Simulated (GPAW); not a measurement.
Parameter sweep on SiHg₃ (I4/mmm, 4 atoms in the cell)

```
CELL_PARAMETERS angstrom
     -2.15825     2.15825     4.97520
      2.15825    -2.15825     4.97520
      2.15825     2.15825    -4.97520
ATOMIC_POSITIONS crystal
  Si 0.00000 0.00000 0.00000
  Hg 0.75000 0.25000 0.50000
  Hg 0.25000 0.75000 0.50000
  Hg 0.50000 0.50000 0.00000
```

Base run A: LDA (Perdew-Wang 92), GPAW PAW datasets LDA (gpaw-data 1.0.1) (GPAW), self-consistent single point.

Its settings: mode = pw; ecut = 600 eV; xc = LDA; kpts = 6 6 6; mesh shift (steps) = 0 0 0; occupations.name = methfessel-paxton; occupations.width = 0.136 eV; occupations.order = 0; nbands = -10; convergence.density = 1e-05 e/electron; symmetry.symmorphic = false; symmetry.tolerance = 0.0005; maxiter = 150.

The starting cell comes from a database of computed structures (which also holds hypothetical and non-ambient phases and stackings), without a prior relaxation at this level. In the base run, with a pressure of about -6 GPa the cell is away from its equilibrium volume at this level.

ΔF is the free energy per atom less that of run A. 

Runs:
- B: lattice scaled by 0.97
- C: lattice scaled by 0.97; ecut: 600 eV → 360 eV
- D: lattice scaled by 0.985
- E: lattice scaled by 0.985; ecut: 600 eV → 360 eV
- F: lattice scaled by 1.015
- G: lattice scaled by 1.015; ecut: 600 eV → 360 eV
- H: lattice scaled by 1.03
- I: lattice scaled by 1.03; ecut: 600 eV → 360 eV

What does run B change against A?

The free energy falls by 49.5 meV/atom and the pressure goes from -6.03 to -1.43 GPa.

What does run C change against A?

The free energy goes up by 72.7 meV/atom.

What does run H change against A?

The free energy rises by 98.0 meV/atom and the pressure goes from -6.03 to -8.36 GPa.

```
run  ΔF (meV/atom)
---  -------------
A             0.00
B            -49.5
C             72.7
D            -32.4
E             89.4
F             44.4
G            166.9
H             98.0
I            220.2
```
